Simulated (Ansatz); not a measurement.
Base system: AlN in the wurtzite structure (space group P6_3mc, No. 186; a = 3.114 Å, c = 4.984 Å).

Modification: cell and atoms relaxed at a pressure of 15 GPa.

Levels (all Ansatz, a program for electronic structure, PAW): PBEsol (420 eV, no spin-orbit coupling); PBEsol+SOC (420 eV, with spin-orbit coupling).

The geometry is relaxed with PBEsol.

| Quantity | Result |
|---|---|
| PBEsol lowest conduction level above the VBM at special points | Γ 4.64 eV; K 4.91 eV; L 5.37 eV; M 5.82 eV |
| PBEsol valence-band top at Γ | 0.00, -0.31, -0.31 eV |
| PBEsol electron mass | 0.32 mₑ (at Γ) |

With PBEsol+SOC at the same geometry, the lowest conduction level above the VBM at special points remains Γ 4.64 eV; K 4.91 eV; L 5.37 eV; M 5.82 eV; the valence-band top at Γ (three highest Kramers pairs, from the VBM) changes from 0.00, -0.31, -0.31 eV to 0.00, -0.30, -0.31 eV; the electron mass stays 0.32 mₑ (at Γ).

Single points use the geometry relaxed with PBEsol. The spin-orbit shifts are approximate. The levels and masses belong to the bands next to the band gap. Load acts through the strain it causes; cell and atoms are relaxed under it. Effective masses come from finite differences of ±0.01 Å⁻¹. Whether these cells are dynamically stable was not tested. Measured, AlN leaves this structure (for rock salt) near 14 GPa (temperature not stated; as listed in Datta, Sujoy, Jana, Debnarayan, arXiv (2020)), on rising pressure, with hysteresis.
